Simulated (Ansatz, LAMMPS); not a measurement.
Si well of 20 atomic layers along [001] in random Si0.7Ge0.3, interfaces graded over 4 layers. Cell 16.67 × 16.67 × 60.40 Å, Si657Ge135, 792 atoms. Prepared with Tersoff's 1989 multicomponent potential (SiCGe.tersoff) run with LAMMPS: minimisation. 

Basis: localised support functions (accuracy medium) on a full density matrix. k-points: zone centre alone; occupations: Fermi-Dirac, 0.010 eV; spin polarisation not allowed. Scalar-relativistic, no spin-orbit coupling.

Question: What is the computed gap and bonding (PBE, support functions at accuracy medium on the grid of 370 eV in Ansatz, a first-principles code)?

Answer: 
* **Kohn-Sham gap of the cell on its k-mesh**: 0.37 eV
* **weight of the highest filled level on the well**: 0.37
* **weight of the lowest empty level on the well**: 0.97
* **coordination (neighbours within 2.859 Å)**: 100.0 % 4-fold
* **Ge-Ge bonds, mean ± spread**: 2.469 ± 0.007 Å
* **Ge-Si bonds, mean ± spread**: 2.424 ± 0.006 Å
* **Si-Si bonds, mean ± spread**: 2.383 ± 0.005 Å
* **bond angles, mean ± spread**: 109.5° ± 1.1°
* **pressure**: -1.01 GPa
